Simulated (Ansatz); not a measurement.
Several settings converged on LaPt (Cm, 4 atoms in the cell)

```yaml
crystal:
  lattice:
    - [2.00247, -5.61083, 0.00000]
    - [2.00247, 5.61083, 0.00000]
    - [0.00000, 0.00000, 4.56904]
  atoms:
    - { symbol: La, position: [0.86438, 0.13562, 0.76094] }
    - { symbol: La, position: [0.13562, 0.86438, 0.25000] }
    - { symbol: Pt, position: [0.59120, 0.40880, 0.75000] }
    - { symbol: Pt, position: [0.40880, 0.59120, 0.25000] }
```

Base method: LDA (PW92), default PAW files made with PBE (plane waves; Ansatz, a quantum-chemistry and plane-wave program).

Base settings: basis.ecutwfc = 420 eV; kpoints.mp_grid.grid = 7 7 5; hamiltonian.xc = lda; hamiltonian.pseudopotentials = {kind: paw} (the program's default PAW files); scf.occupations.method = gaussian; scf.occupations.width = 0.1 eV.

The count of work is k-points × plane waves × bands × iterations; it is no time. Core times come from one kind of shared machine, to one figure; runs under 30 s give none.

**The k-point mesh at a smearing width of 0.02 eV**

In this ladder: scf.occupations.width = 0.02 eV.

Only quantities that move along the ladder and can be compared are tabulated.

```tsv
kpoints.mp_grid.grid	free energy less the last step's (meV/atom)	pressure (GPa)	largest difference of a force vector from the last step's (eV/Å)	count of work / last
3 3 3	29.73	-6.54	0.158	0.018
4 4 3	-8.94	-6.60	0.073	0.027
5 5 4	7.07	-6.66	0.029	0.052
7 7 6	-0.92	-6.88	0.048	0.14
10 10 8	0.12	-6.78	0.018	0.36
14 14 12	0.00	-6.82	0.000	1.0
```

Coarsest kpoints.mp_grid.grid that holds the forces within 0.02 eV/Å: not settled: the last two steps still differ by 0.018 eV/Å, over half the tolerance, so the ladder does not show it.

Coarsest kpoints.mp_grid.grid that holds the free energy within 2 meV/atom of the last step, with all finer ones: 7 7 6, at 0.14 of the last step's count of work; the step before is off by 7.1 meV/atom.

Coarsest kpoints.mp_grid.grid that holds the pressure within 0.2 GPa of the last step, with all finer ones: 5 5 4, at 0.052 of the last step's count of work; the step before is off by 0.22 GPa.

**The width of Fermi-Dirac smearing**

In this ladder: kpoints.mp_grid.grid = 12 12 8; scf.occupations.method = fermi_dirac.

Narrow widths need finer meshes than wide ones, so the last steps can hold mesh noise.

Only quantities that move along the ladder and can be compared are tabulated; pressure and forces are left out, as mesh noise rules them at narrow widths.

```csv
scf.occupations.width,free energy less the last step's (meV/atom),energy extrapolated to zero width less the last step's (meV/atom),core time / last (rough)
1 eV,-1418.82,176.52,1
0.5 eV,-283.49,28.99,1.0
0.3 eV,-90.51,-1.34,0.9
0.1 eV,0.00,0.00,1
```

Widest scf.occupations.width that holds the energy extrapolated to zero width within 2 meV/atom: not settled: the last two steps still differ by 1.3 meV/atom, over half the tolerance, so the ladder does not show it.

Widest scf.occupations.width that holds the free energy within 5 meV/atom: not settled: the last two steps still differ by 91 meV/atom, over half the tolerance, so the ladder does not show it.

The extrapolation to zero width removes most of the smearing's effect on the energy.

On the base run: the starting cell comes from a database of computed structures (which also holds hypothetical and non-ambient phases and stackings), without a prior relaxation at this level. Its lattice was rescaled by up to half a per cent. One atom was moved a little off its site on purpose. Spin polarisation is off. In the base run, with a pressure of about -7 GPa the cell is away from its equilibrium volume at this level. Ansatz's pressure includes its estimate of the finite-basis (Pulay) stress.

Left out of this page: 2 runs of the series outside the window shown, repeating another row's setting, or not comparable.

Keys are those of Ansatz 0.2.
